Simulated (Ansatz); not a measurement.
Take GaAs in the zinc blende structure (space group F-43m, No. 216; a = 5.603 Å) as the base. Axes: x, y, z lie along the cube axes.

All numbers come from LDA/PAW in Ansatz (a quantum-chemistry and plane-wave program), spin-orbit coupling left out.

The change: uniaxial strain ε_zz = +1.50 %, all other strain components held at zero, atoms relaxed at fixed cell.

Predict the stress tensor and what it implies for the stiffness.

Stress of the strained cell less that of the base (GPa, compression positive):
```
  -0.75    0.00    0.00
   0.00   -0.75    0.00
   0.00    0.00   -1.72
```

Then −Δσ_ii/ε with ε = 0.0150 gives secant stiffness values (nonlinear terms included at this strain): C33 ≈ 115 GPa, C13 ≈ 50 GPa and C23 ≈ 50 GPa.

No phonon test of stability was made.
